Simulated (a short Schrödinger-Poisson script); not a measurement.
System: MOS inversion layer, SiO2 on p-type Si(100), at 150 K.

From the gate side: 3.2 nm SiO2; 1500 nm Si, acceptors 7.7e16 cm⁻³.

The device is made up for the run: typed textbook-type constants, with dimensions and the other settings drawn at random. SiO2: permittivity 3.9, conduction-band edge (eV) 3.15, gap (eV) 9, electron mass (mₑ) 0.5. Si: permittivity 11.7, conduction-band edge (eV) 0, gap (eV) 1.124, Nv at 300 K (cm⁻³) 3.1e19.

Channel valleys (confinement mass, in-plane density-of-states mass, number): Δ2 0.916, 0.19, 2; Δ4 0.19, 0.417, 4. At the gate the conduction-band edge of layer 1 lies 3.16 eV − eVg above the Fermi level of the channel; the field vanishes at the back. Gaps are held at their typed values at every temperature. Mesh 0.03 nm at interfaces.

Solved with a short Schrödinger-Poisson script written for these runs: 1D Poisson equation in equilibrium, electrons quantum, Hartree (BenDaniel-Duke, 12 states a valley, the channel's in-plane mass for all, wave functions free to enter the dielectric), parabolic valleys, classical holes, full ionisation, no traps, pinning or gate leakage.

| Vg (V) | electrons (cm⁻²) | C (μF/cm²) | Δ2 E0 (meV from the Fermi level) | Δ4 E0 (meV from the Fermi level) |
|---|---|---|---|---|
| 0.15 | 2.26e10 | 0.260 | 63.6 | 93.2 |
| 0.3 | 6.16e11 | 0.824 | 18.8 | 51.8 |
| 0.45 | 1.42e12 | 0.890 | 5.4 | 42.0 |
| 0.6 | 2.27e12 | 0.916 | -3.2 | 36.7 |
| 0.75 | 3.13e12 | 0.931 | -10.1 | 32.8 |
| 0.9 | 4.01e12 | 0.942 | -16.0 | 29.8 |
| 1.05 | 4.89e12 | 0.949 | -21.3 | 27.1 |
| 1.2 | 5.79e12 | 0.955 | -26.3 | 24.7 |
| 1.35 | 6.68e12 | 0.960 | -31.1 | 22.6 |
| 1.5 | 7.58e12 | 0.965 | -35.6 | 20.5 |
| 1.65 | 8.49e12 | 0.968 | -39.9 | 18.6 |
| 1.8 | 9.40e12 | 0.971 | -44.1 | 16.8 |
| 1.95 | 1.03e13 | 0.974 | -48.2 | 15.1 |
| 2.1 | 1.12e13 | 0.977 | -52.2 | 13.4 |
| 2.25 | 1.21e13 | 0.979 | -56.0 | 11.8 |
| 2.4 | 1.31e13 | 0.982 | -59.8 | 10.2 |

Gate voltages with under 1e9 electrons/cm² are left out.

Question: At Vg = 2.4 V the lowest Δ2 subband lies at -59.8 meV from the Fermi level. How many electrons does it hold, and what share of all?

Answer: The two-dimensional density of states is g m/(πħ²) = 1.59e11 cm⁻² meV⁻¹ (both spins), kT = 12.9 meV, so n = D kT ln(1 + exp(−E/kT)) = 9.51e12 cm⁻², 0.73 of the 1.31e13 cm⁻² in all.

Question: Compare the slope of the sheet density between 2.1 and 2.4 V with the geometric capacitance of the layers between gate and channel.

Answer: q Δn/ΔV = 1.01 μF/cm²; ε0/Σ(t/ε) = 1.08 μF/cm². The ratio is 0.94: the channel acts as a further capacitance in series.
